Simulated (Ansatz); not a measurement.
The starting structures come from a database of crystals and need not be the phases stable at ambient conditions.

Inside the gap of an insulator the Bloch states are evanescent, with a wavenumber k + iκ along the transport direction.

Given:

```yaml
crystal:
  lattice:
    - [3.49998, 0.00000, 0.00000]
    - [0.00000, 13.74277, 0.00000]
    - [1.74999, 0.00000, 3.03107]
  atoms:
    - { symbol: Te, position: [0.33333, 0.11717, 0.33333] }
    - { symbol: Te, position: [0.66667, 0.88283, 0.66667] }
    - { symbol: Te, position: [0.66667, 0.61717, 0.66667] }
    - { symbol: Te, position: [0.33333, 0.38283, 0.33333] }
    - { symbol: W, position: [0.33333, 0.75000, 0.33333] }
    - { symbol: W, position: [0.66667, 0.25000, 0.66667] }
```

Space group of this cell: P6_3/mmc. The cell was relaxed by PBE-D3(BJ); by PBEsol its mean pressure is -0.7 GPa.

Transport runs along the normal of the first two printed cell vectors, the (100) plane of the conventional cell.

The gap is the functional's own. No spin-orbit coupling. Mid-gap values are interpolated on the energy grid.

Task: State the band gap and the smallest decay constant κ at mid-gap according to PBEsol (Ansatz, a first-principles code).

Result: Gap 0.70 eV on a 10×4×10 mesh; κ = 0.141 1/Å, at (0.300, 0.000) of the in-plane reciprocal vectors. At the zone centre, at the nearest computed energy, the slowest state has κ = 0.19 1/Å.
